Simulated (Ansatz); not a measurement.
```
C
1.0
    0.00000     1.77956     1.77956
    1.77956     0.00000     1.77956
    1.77956     1.77956     0.00000
C
2
Direct
  0.50000   0.50000   0.50000
  0.75000   0.75000   0.75000
```

A single point on C with a change (pressure −2 GPa), its geometry relaxed with PBEsol.

All numbers come from Kohn–Sham DFT with the HSE06 functional, run in Ansatz (a first-principles code) with PAW and 420 eV plane waves, with spin-orbit coupling. Settings: 10×10×10 k-points, 0.01 eV Fermi–Dirac smearing.

Problem. Predict the band gap and valence-band top at Γ.

Solution. The band gap is 5.30 eV. The valence-band top at Γ (three highest Kramers pairs, from the VBM) comes out as 0.00, 0.00, -0.01 eV.

Single points use the geometry relaxed with PBEsol. HSE06 was sampled on its mesh, a few special points and the semilocal edge points, so its gap is an upper bound. Load acts through the strain it causes; cell and atoms are relaxed under it. Whether these cells are dynamically stable was not tested. The cell was made from C in the diamond structure (space group Fd-3m, No. 227) by this change: pressure −2 GPa.
